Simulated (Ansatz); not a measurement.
System: L1₂ (Cu3Au-type) Pt₃Ti. Method: LDA (PAW; Ansatz, a quantum-chemistry and plane-wave program).

Run with plane-wave cutoff 520 eV, 10×10×10 k mesh, Fermi–Dirac smearing 0.1 eV, perturbation theory, no spin polarisation, scalar-relativistic PAW data made under PBE.

Computed at the level's own relaxed cell.

```cif
data_Pt3Ti
_chemical_formula_sum 'Ti1 Pt3'
_space_group_name_H-M_alt 'Pm-3m'
_space_group_IT_number 221
_space_group_name_Hall '-P 4 2 3'
_cell_length_a 3.87316
_cell_length_b 3.87316
_cell_length_c 3.87316
_cell_angle_alpha 90.000
_cell_angle_beta 90.000
_cell_angle_gamma 90.000
loop_
_atom_site_label
_atom_site_type_symbol
_atom_site_symmetry_multiplicity
_atom_site_Wyckoff_symbol
_atom_site_fract_x
_atom_site_fract_y
_atom_site_fract_z
_atom_site_occupancy
Ti1 Ti 1 a 0.00000 0.00000 0.00000 1
Pt1 Pt 3 c 0.00000 0.50000 0.50000 1
```

Harmonic phonon frequencies (cm⁻¹; i marks an imaginary mode):

```tsv
q point	frequencies
Γ	0 0 0 110 110 110 168 168 168 183 183 183
X	92 92 104 104 118 142 156 169 169 197 197 271
M	75 115 115 117 118 118 152 171 189 222 222 223
R	69 69 69 119 119 137 137 137 183 183 183 218
```

No imaginary mode appears at these points.
